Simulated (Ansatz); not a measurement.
# AlN: energy against strain

AlN (zinc blende, F-43m, 10.234 Å³/atom at rest, cube axes along x, y and z) under a strain ε along a cube axis (axis z), the other axes held. LDA in Ansatz, a plane-wave DFT program (PAW, default set), 420 eV, 13×13×13 Γ-centred mesh, Fermi-Dirac smearing 0.05 eV; ions are relaxed within the symmetry of each cell.

Here s stands for strain and y for E less E0.

```csv
strain (%),E less E0 (meV/atom)
-1.50,2.17
-1.00,0.96
-0.50,0.23
0.00,0.00
0.50,0.22
1.00,0.94
1.50,2.14
3.00,?
```

Taking a parabola for y over the 7 complete rows: Least squares gives y = -0.010 - 0.0100·s + 0.9619·s². Residuals (row less fit): 0.001, -0.002, -0.005, 0.010, -0.005, -0.002, 0.001; standard error 0.006 (degrees of freedom: 4). Twice the quadratic coefficient over the volume, 2 × 0.9619 meV × 10⁴ × 0.1602 / 10.234 Å³, is the elastic constant C11 = 301 ± 0.9 GPa.

### Question
Estimate the missing y (s = 3.00); what did the run itself give?

### Answer
y = -0.010 - 0.0100 × 3.0 + 0.9619 × 3.0² = 8.617 meV/atom. The calculation gives 8.55 meV/atom, 0.067 meV/atom below the prediction (0.8 % of the range of y in the table). The row lies outside the fitted rows, so this is an extrapolation. From the scatter of the fitted rows alone, a prediction at this place has a standard error of 0.025 meV/atom, so the miss is 2.7 times that.

One order more, fitted to all 13 runs of the series, follows each within 0.01, so the miss is the next term of a smooth law. AlN is here a metastable form; wurtzite is the usual one. Rows are the converged runs of the series near zero and its far end; series whose fitted rows scatter by over a few per cent of the range, as at a crossing or softening among them, aren't shown in this form. Most that stay on the fit to the last digits aren't either.
